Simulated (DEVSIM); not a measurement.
Structure: abrupt Si p-n junction, at 300 K.

Layer 1 from the left is Si, thickness (μm) 0.650, Na (cm⁻³) 3.4e16, τn (s) 1.2e-7, τp (s) 1.2e-7. Layer 2 from the left is Si, thickness (μm) 260, Nd (cm⁻³) 1e17, τn (s) 1.2e-7, τp (s) 1.2e-7.

Left contact: ohmic. Right contact: ohmic. Voltage is applied to the left contact. Recombination: SRH at mid-gap, radiative, Auger. Mobility is μmin + (μ − μmin)/(1 + (N/Nref)^α).

Constants are typed, rounded textbook-type inputs, not results; the design itself was drawn at random and stands for no fabricated device. Values at 300 K.

Si: gap (eV) 1.124, affinity (eV) 4.05, permittivity 11.7, Nc (cm⁻³) 2.86e19, Nv (cm⁻³) 3.1e19, μn (cm²/Vs) 1417, μp (cm²/Vs) 470, μn,min 52, μp,min 45, Nref,n 9.7e16, Nref,p 2.2e17, αn 0.68, αp 0.72, B (cm³/s) 4.7e-15, Cn (cm⁶/s) 2.8e-31, Cp (cm⁶/s) 9.9e-32.

Simulated with DEVSIM: 1D drift-diffusion, Boltzmann statistics, complete ionisation; no tunnelling, impact ionisation, image-force lowering or self-heating.

Dark forward current:

```
|V| (V)  |J| (A/cm²)
-------  -----------
0.05        1.971e-8
0.10        7.656e-8
0.15        2.762e-7
0.20        1.134e-6
0.25        5.609e-6
0.30        3.235e-5
0.35       0.0002044
0.40        0.001349
0.45        0.009074
0.50         0.06123
0.55          0.4039
0.60           2.326
0.65           8.945
0.70           21.21
0.75           37.04
0.80           54.81
0.85           73.71
0.90           93.31
0.95           113.4
1.00           133.8
1.05           154.5
1.10           175.4
1.15           196.5
1.20           217.7
1.25           239.0
1.30           260.5
```

### Question
Work out the local ideality factor n = ΔV / (kT/q · ln(J2/J1)) between the rows 0.15 and 0.20 V, 0.45 and 0.50 V, 1.25 and 1.30 V.

### Answer
kT/q = 25.85 mV. From 0.15 to 0.20 V: ln(1.134e-6/2.762e-7) = 1.412, n = 1.37. From 0.45 to 0.50 V: ln(0.06123/0.009074) = 1.909, n = 1.01, near the 1 of diffusion or emission over a barrier. From 1.25 to 1.30 V: ln(260.5/239.0) = 0.086, n = 22.45; the layers' resistance at their doping, Σ W/(qμN) = 0.0023 Ω cm², would take 49 mV of this step of 50 mV.

### Question
Estimate the current at 0.40 V from the Shockley equation with J0 = Σ q ni² D/(N L) coth(W/L), τ joining the SRH, radiative and Auger lifetimes that are on, and W taken as the whole layer.

### Answer
ni² = 1.16e20 cm⁻⁶; electrons in the p layer: μ = 968 cm²/Vs, D = 25.0 cm²/s, τ = 1.20e-7 s, L = 17.3 μm, W/L = 0.038, term 2.10e-10 A/cm²; holes in the n layer: μ = 316 cm²/Vs, D = 8.18 cm²/s, τ = 1.20e-7 s, L = 9.90 μm, W/L = 26, term 1.53e-12 A/cm². J0 = 2.12e-10 A/cm², and J = J0 exp(qV/kT) = 0.00111 A/cm². The simulation gives 0.00135 A/cm²; the estimate lies 18 % below. The estimate leaves out recombination in the depletion region and that region's share of W.
